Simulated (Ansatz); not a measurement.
Start from MgS in the rock salt structure (space group Fm-3m, No. 225; a = 5.182 Å). Axes: x, y, z lie along the cube axes.

Level of theory: Ansatz (an electronic-structure program), PBEsol, PAW, cutoff 420 eV, no spin-orbit coupling.

Perturbation: the cell is scaled by 0.9750 in all directions; the atoms relax in the strained cell.

Task: Predict the stress tensor and what it implies for the stiffness.

Result: Stress of the strained cell less that of the base (GPa, compression positive):
```
   6.92    0.00    0.00
   0.00    6.92    0.00
   0.00    0.00    6.92
```

Then B = −ΔP/(ΔV/V₀) with ΔV/V₀ = -0.0731 gives secant stiffness values (nonlinear terms included at this strain): B ≈ 95 GPa.

As a check, the harmonic strain energy −½ V₀ Δσ:ε is 28 meV/atom; the computed energy rise is 26 meV/atom.

Whether these cells are dynamically stable was not tested.
